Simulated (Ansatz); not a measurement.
Start from AlBO₃ (space group R-3c, No. 167; a = 4.475 Å, c = 13.738 Å (hexagonal axes)). Axes: x lies along a and z along c of the hexagonal cell.

The values are results of DFT with PBEsol, PAW potentials and a 420 eV plane-wave cutoff in Ansatz (a program for electronic structure), no spin-orbit coupling, not measurements.

The change: uniaxial strain ε_xx = −3.56 %, all other strain components held at zero; the atoms relax in the strained cell.

Problem. Predict the stress tensor and what it implies for the stiffness.

Solution. Stress of the strained cell less that of the base (GPa, compression positive):
```
  19.90    0.00    0.00
   0.00    5.84    1.03
   0.00    1.03    3.84
```

Then −Δσ_ii/ε with ε = -0.0356 gives secant stiffness values (nonlinear terms included at this strain): C11 ≈ 559 GPa, C12 ≈ 164 GPa and C13 ≈ 108 GPa.

As a check, the harmonic strain energy −½ V₀ Δσ:ε is 18 meV/atom; the computed energy rise is 17 meV/atom.

No phonon test of stability was made.
